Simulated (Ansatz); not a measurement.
Electronic density of states of amorphous Si₂₄Ge₂₄, density 3.87 g/cm³, on a 2×2×2 Γ-centred mesh with a Gaussian width of 0.1 eV; energies count from the Fermi level. Cell and mesh are small, so fine structure isn't converged. These are PBE, scalar-relativistic without spin-orbit coupling (plane waves to 420 eV, PAW; Ansatz, a first-principles code) values and carry that method's errors. Sampling: a 2×2×2 Γ-centred mesh; Fermi-Dirac width 0.05 eV; no spin polarisation. The levels at the Fermi energy are partly filled. A closed spacing in one fast-quenched cell at PBE doesn't show the material to be a metal.

A CHGNet melt-quench gave the starting glass, which DFT then relaxed. The hot cell started wider than the set density and was brought back towards it in steps. It is the lowest in DFT energy of 4 quenches. It is a model cell: composition and starting density were chosen by hand, and all elements were melted together. No dispersion term was used. A short ab initio anneal came between quench and relaxation. Its density started from a set value of 3.77 and ended at 3.87 g/cm³. Cooling (nominally 52 K/ps over its main leg) ran many orders faster than in experiment, which tends to leave more defects and strain. One small periodic cell is one sample of the glass; other quenches scatter about these values. Volume and shape were free in the relaxation. Stress components on the final sampling reach 0.6 GPa. On a 2×2×2 Γ-centred mesh force components of up to 0.29 eV/Å stay, since the relaxation ran on one k-point at (1/4, 1/4, 1/4).

```tsv
E - EF (eV)	states/(eV atom)
-12.00	0.17
-11.90	0.16
-11.80	0.14
-11.70	0.09
-11.60	0.17
-11.50	0.17
-11.40	0.11
-11.30	0.17
-11.20	0.24
-11.10	0.26
-11.00	0.28
-10.90	0.25
-10.80	0.22
-10.70	0.27
-10.60	0.32
-10.50	0.33
-10.40	0.27
-10.30	0.13
-10.20	0.16
-10.10	0.23
-10.00	0.26
-9.90	0.32
-9.80	0.34
-9.70	0.33
-9.60	0.36
-9.50	0.38
-9.40	0.38
-9.30	0.37
-9.20	0.30
-9.10	0.25
-9.00	0.24
-8.90	0.30
-8.80	0.29
-8.70	0.30
-8.60	0.28
-8.50	0.25
-8.40	0.30
-8.30	0.26
-8.20	0.22
-8.10	0.25
-8.00	0.26
-7.90	0.28
-7.80	0.27
-7.70	0.24
-7.60	0.24
-7.50	0.29
-7.40	0.30
-7.30	0.27
-7.20	0.25
-7.10	0.27
-7.00	0.32
-6.90	0.30
-6.80	0.23
-6.70	0.25
-6.60	0.28
-6.50	0.34
-6.40	0.30
-6.30	0.16
-6.20	0.15
-6.10	0.28
-6.00	0.30
-5.90	0.23
-5.80	0.27
-5.70	0.30
-5.60	0.26
-5.50	0.24
-5.40	0.25
-5.30	0.23
-5.20	0.19
-5.10	0.20
-5.00	0.21
-4.90	0.27
-4.80	0.30
-4.70	0.26
-4.60	0.27
-4.50	0.26
-4.40	0.24
-4.30	0.31
-4.20	0.35
-4.10	0.36
-4.00	0.39
-3.90	0.36
-3.80	0.37
-3.70	0.44
-3.60	0.50
-3.50	0.55
-3.40	0.53
-3.30	0.50
-3.20	0.43
-3.10	0.47
-3.00	0.50
-2.90	0.49
-2.80	0.56
-2.70	0.54
-2.60	0.53
-2.50	0.59
-2.40	0.63
-2.30	0.60
-2.20	0.58
-2.10	0.58
-2.00	0.59
-1.90	0.57
-1.80	0.56
-1.70	0.57
-1.60	0.57
-1.50	0.58
-1.40	0.51
-1.30	0.42
-1.20	0.43
-1.10	0.44
-1.00	0.47
-0.90	0.41
-0.80	0.37
-0.70	0.39
-0.60	0.33
-0.50	0.28
-0.40	0.26
-0.30	0.22
-0.20	0.32
-0.10	0.33
0.00	0.25
0.10	0.24
0.20	0.27
0.30	0.26
0.40	0.30
0.50	0.32
0.60	0.29
0.70	0.32
0.80	0.34
0.90	0.33
1.00	0.39
1.10	0.46
1.20	0.46
1.30	0.50
1.40	0.55
1.50	0.56
1.60	0.55
1.70	0.51
1.80	0.47
1.90	0.55
2.00	0.54
2.10	0.53
2.20	0.48
2.30	0.54
2.40	0.59
2.50	0.57
2.60	0.58
2.70	0.60
2.80	0.60
```
